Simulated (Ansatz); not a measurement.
# Effect of tensor shear ε_xy = +1.71 % on CaO

Base system: CaO in the rock salt structure (space group Fm-3m, No. 225; a = 4.767 Å). Axes: x, y, z lie along the cube axes.

One thing is altered: tensor shear ε_xy = +1.71 % (engineering shear γ = 0.0342); the atoms relax in the strained cell.

Calculations: PBEsol/PAW in Ansatz (a quantum-chemistry and plane-wave program), no spin-orbit coupling. Γ-centred 12×12×12 mesh, Fermi–Dirac width 0.05 eV.

| quantity | base | changed | shift |
|---|---|---|---|
| volume per atom | 13.54 Å³ | 13.54 Å³ | 0.00 Å³ |
| space group | Fm-3m (No. 225) | Immm (No. 71) | – |
| shortest interatomic distance | 238.4 pm | 238.4 pm | 0.0 pm |
| energy relative to the base (free energy F) | 0 meV/atom | +3.8 meV/atom | +3.8 meV/atom |
| pressure (mean of the normal stresses, compression positive) | 0.0 kbar | -0.1 kbar | -0.02 kbar |
| band gap | 3.54 eV | 3.48 eV | -0.067 eV |
| gap character | – | indirect, Γ → X | – |
| valence-band top at Γ (three highest levels, from the VBM) | 0.00, 0.00, 0.00 eV | 0.00, -0.06, -0.12 eV | – |
| stress (xx, yy, zz, yz, xz, xy; compression positive) | – | (0.03, 0.03, -0.08, 0.00, 0.00, -2.65) GPa | – |

Final structure:

```
CELL_PARAMETERS angstrom
      0.04076     2.38356     2.38356
      2.38356     0.04076     2.38356
      2.42431     2.42431     0.00000
ATOMIC_POSITIONS crystal
  Ca 0.00000 0.00000 0.00000
  O  0.50000 0.50000 0.50000
```

Whether these cells are dynamically stable was not tested. k-point labels follow each cell's own Brillouin zone.
